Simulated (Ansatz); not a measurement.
Results of r²SCAN+SOC (plane waves, PAW; Ansatz, an electronic-structure program) for BAs (model structure, started from the CdTe type, P6₄22, No. 181, 6 atoms in the cell).

Settings: plane-wave cutoff 560 eV, 18×18×8 k mesh (along the axes of the cell as run), Fermi–Dirac smearing 0.05 eV, PAW data made under PBE.

Cell (relaxed with PBEsol):

```
AsB
1.0
    3.42898     0.00000     0.00000
   -1.71449     2.96959     0.00000
    0.00000     0.00000     7.40315
B As
3 3
Direct
  0.00000   0.50000   0.66667
  0.50000   0.50000   0.00000
  0.50000   0.00000   0.33333
  0.00000   0.50000   0.16667
  0.50000   0.50000   0.50000
  0.50000   0.00000   0.83333
```

**Question.** Estimate the band gap that the calculation returns.

**Answer.** 
* **band gap**: 0.61 eV (on the SCF k mesh)

Note: the relaxation could raise the start's symmetry but not lower it, so the cell can be a saddle point; cell and atoms aren't relaxed at this level (pressure 2.7 GPa).

Computing time: very roughly 11 core-minutes.

A model structure was made by putting elements into a prototype or built by hand; it is no filed structure, need not be a known phase, and can be a saddle point held by its symmetry.
